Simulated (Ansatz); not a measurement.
A self-consistent single point of Ag3Au (I4mm, 4 atoms in the cell) with Ansatz (a first-principles code).

Computed with PBEsol, default PAW files made with PBE (plane waves; Ansatz).

```
Ag3Au
1.0
   -2.05332     2.05332     4.08531
    2.05332    -2.05332     4.08531
    2.05332     2.05332    -4.08531
Ag Au
3 1
Direct
  0.75000   0.25000   0.50000
  0.25000   0.75000   0.50000
  0.50612   0.50612   0.00000
  0.00000   0.00000   0.00000
```

Reference input (self-consistent single point, DFT, PBEsol, plane waves, default PAW files made with PBE): basis.ecutwfc = 420 eV; kpoints.mp_grid.grid = 11 11 11; hamiltonian.xc = pbesol; hamiltonian.pseudopotentials = {kind: paw} (the program's default PAW files); scf.occupations.method = gaussian; scf.occupations.width = 0.1 eV. This run's input differs from it in these lines:

Ansatz 0.2 input:
```diff
@@ -14,3 +14,3 @@
   mp_grid:
-    grid: [11, 11, 11]
+    grid: [22, 22, 22]
 hamiltonian:
@@ -22,3 +22,3 @@
     method: gaussian
-    width: 0.1
+    width: 0.05
 output:
```

Output, abridged:

```
SCF iter   1: F=—  HF=-35574.002254 eV  |F-HF|=—  |Δ(HF+E_count)|=         —  Δρ=9.61e-3  dr2=6.07e-2  ethr=1.77e-3  ⟨swp⟩=5.8  Hψ=125134  notcnv=0  defer=511
all-band conjugate gradients solve this SCF's bands
preconditioner: auto → Kerker (q_TF=auto, 2.773 Å⁻¹)
SCF iter   2: F=—  HF=-35573.987676 eV  |F-HF|=—  |Δ(HF+E_count)|=   1.46e-2  Δρ=2.62e-3  dr2=4.39e-3  ethr=7.98e-5  ⟨swp⟩=2.3  Hψ=65649  notcnv=0  defer=2173
   [... lines left out ...]
SCF iter   4: F=—  HF=-35573.986451 eV  |F-HF|=—  |Δ(HF+E_count)|=   6.10e-5  Δρ=1.80e-4  dr2=1.30e-5  ethr=5.66e-7  ⟨swp⟩=2.9  Hψ=72851  notcnv=0  defer=2173
SCF iter   5: F=—  HF=-35573.986441 eV  |F-HF|=—  |Δ(HF+E_count)|=   1.04e-5  Δρ=5.16e-5  dr2=1.30e-6  ethr=1.71e-8  ⟨swp⟩=2.9  Hψ=67564  notcnv=0  defer=2173
SCF iter   6: F=—  HF=-35573.986441 eV  |F-HF|=—  |Δ(HF+E_count)|=   2.00e-7  Δρ=1.73e-5  dr2=2.00e-7  ethr=1.71e-9  ⟨swp⟩=2.2  Hψ=67904  notcnv=0  defer=2173
SCF iter   7: F=-35573.986441 eV  HF=-35573.986441 eV  |F-HF|=3.19e-8  |Δ(HF+E_count)|=   2.17e-8  Δρ=7.82e-6  dr2=4.06e-8  ethr=1.32e-10  ⟨swp⟩=8.6  Hψ=156168  notcnv=0
SCF 1 converged in 7 iterations: F = -35573.986441 eV  dr2 = 4.06e-8
Free energy (F): -35573.986441 eV
Internal energy: -35573.984922 eV  (E = F + TS)
E sigma→0 (E₀):  -35573.985682 eV
Entropy (-TS):   -0.001519 eV (-0.380 meV/atom)
Fermi energy:    17.715800 eV
--- Forces (eV/Å), atoms counted from 1 ---
  atom   1  Ag     0.00000000    -0.00000000     0.13296028
  atom   2  Ag    -0.00000000     0.00000000     0.13296028
  atom   3  Ag     0.00000000    -0.00000000    -0.23837313
  atom   4  Au    -0.00000000    -0.00000000    -0.02754246
--- Stress (GPa, compression-positive) ---
       -3.632348       0.000000       0.000000
        0.000000      -3.632348       0.000000
        0.000000       0.000000      -3.471209
  P = ⅓ Tr σ = -3.5786 GPa (-35.786 kbar)
  The stress holds the Pulay correction. Without it, at fixed plane waves, as pw.x and ABINIT print it: P = -3.6224 GPa
```

The run converged in 7 iterations. Against the reference run the free energy rises by 1.4 meV/atom, the pressure hardly changes (-3.54 to -3.58 GPa) and the largest force moves little (0.237 to 0.238 eV/Å).

The starting cell comes from a database of computed structures (which also holds hypothetical and non-ambient phases and stackings), without a prior relaxation at this level. Its lattice was rescaled by up to half a per cent. One atom was moved a little off its site on purpose. With a pressure of about -4 GPa the cell is away from its equilibrium volume at this level. Ansatz's pressure includes its estimate of the finite-basis (Pulay) stress.

Cost on one core of a shared machine: roughly 3 min.
